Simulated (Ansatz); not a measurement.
Input and output of a self-consistent single point for BiB (P6_3mc, 8 atoms in the cell) (Ansatz, a program for electronic structure).

Method: PBE (plane waves, PAW; Ansatz).

```
BiB
1.0
    3.88257     0.00000     0.00000
   -1.94129     3.36241     0.00000
    0.00000     0.00000    12.71055
B Bi
4 4
Cartesian
  0.00000   0.00000   0.00000
  0.00000   0.00000   6.35528
  1.94129   1.12080   9.53520
  0.00000   2.24161   3.17993
  0.00000   0.00000  10.32300
  0.00000   0.00000   3.96773
  1.94129   1.12080   7.15973
  0.00000   2.24161   0.80445
```

Reference input (self-consistent single point, DFT, PBE, plane waves, default PAW files): kpoints.mp_grid.grid = 5 5 2; hamiltonian.xc = pbe; hamiltonian.pseudopotentials = {kind: paw} (the program's default PAW files); scf.occupations.method = cold; scf.occupations.width = 0.136 eV. This run's input differs from it in these lines:

Ansatz 0.2 input:
```diff
@@ -21,3 +21,3 @@
 scf:
-  occupations: { method: cold, width: 0.136 eV }
+  occupations: { method: gaussian, width: 0.3 eV }
 output:
```

Output, abridged:

```
SCF iter   1: F=—  HF=-50203.315451 eV  |F-HF|=—  |Δ(HF+E_count)|=         —  Δρ=2.24e-3  dr2=9.57e-3  ethr=1.77e-3  ⟨swp⟩=6.0  Hψ=1798  notcnv=0
all-band conjugate gradients solve this SCF's bands
preconditioner: auto → Kerker (q_TF=auto, 2.374 Å⁻¹)
SCF iter   2: F=—  HF=-50203.314846 eV  |F-HF|=—  |Δ(HF+E_count)|=   6.06e-4  Δρ=1.26e-3  dr2=3.10e-3  ethr=1.33e-5  ⟨swp⟩=2.4  Hψ=746  notcnv=0
   [... lines left out ...]
SCF iter   5: F=—  HF=-50203.316043 eV  |F-HF|=—  |Δ(HF+E_count)|=   8.33e-5  Δρ=5.00e-5  dr2=1.24e-5  ethr=1.36e-7  ⟨swp⟩=2.0  Hψ=584  notcnv=0
SCF iter   6: F=—  HF=-50203.316047 eV  |F-HF|=—  |Δ(HF+E_count)|=   3.54e-6  Δρ=1.64e-5  dr2=1.08e-6  ethr=1.72e-8  ⟨swp⟩=2.0  Hψ=580  notcnv=0
SCF iter   7: F=—  HF=-50203.316047 eV  |F-HF|=—  |Δ(HF+E_count)|=   2.59e-7  Δρ=7.09e-6  dr2=2.65e-7  ethr=1.50e-9  ⟨swp⟩=2.0  Hψ=587  notcnv=0
SCF iter   8: F=-50203.316047 eV  HF=-50203.316047 eV  |F-HF|=5.34e-9  |Δ(HF+E_count)|=   1.56e-8  Δρ=1.85e-6  dr2=1.06e-8  ethr=1.39e-10  ⟨swp⟩=9.6  Hψ=1980  notcnv=0
SCF 1 converged in 8 iterations: F = -50203.316047 eV  dr2 = 1.06e-8
Free energy (F): -50203.316047 eV
Internal energy: -50203.295137 eV  (E = F + TS)
E sigma→0 (E₀):  -50203.305592 eV
Entropy (-TS):   -0.020910 eV (-2.614 meV/atom)
Fermi energy:    10.663305 eV
--- Forces (eV/Å), atoms counted from 1 ---
  atom   1  B      0.00000000    -0.00000000    -0.02628364
  atom   2  B     -0.00000000     0.00000000    -0.02628364
  atom   3  B      0.00000000    -0.00000000     0.10680180
  atom   4  B      0.00000000     0.00000000     0.10680180
  atom   5  Bi     0.00000000     0.00000000     0.15917413
  atom   6  Bi     0.00000000    -0.00000000     0.15917413
  atom   7  Bi    -0.00000000    -0.00000000    -0.23968096
  atom   8  Bi    -0.00000000     0.00000000    -0.23968096
--- Stress (GPa, compression-positive) ---
        1.024733       0.000000       0.000000
        0.000000       1.024733      -0.000000
        0.000000      -0.000000       0.782909
  P = ⅓ Tr σ = 0.9441 GPa (9.441 kbar)
  The stress holds the Pulay correction. Without it, at fixed plane waves, as pw.x and ABINIT print it: P = 0.8631 GPa
```

The run converged in 8 iterations. Against the reference run the free energy falls by 1.1 meV/atom, the pressure goes from 0.83 to 0.94 GPa and the largest force hardly changes (0.237 to 0.240 eV/Å).

The starting cell was generated: these elements placed on a structure prototype, without a prior relaxation; it need not be a known phase or ordering of this composition. Its lattice was rescaled by a random factor within 2.5 % of one. Ansatz's pressure includes its estimate of the finite-basis (Pulay) stress.
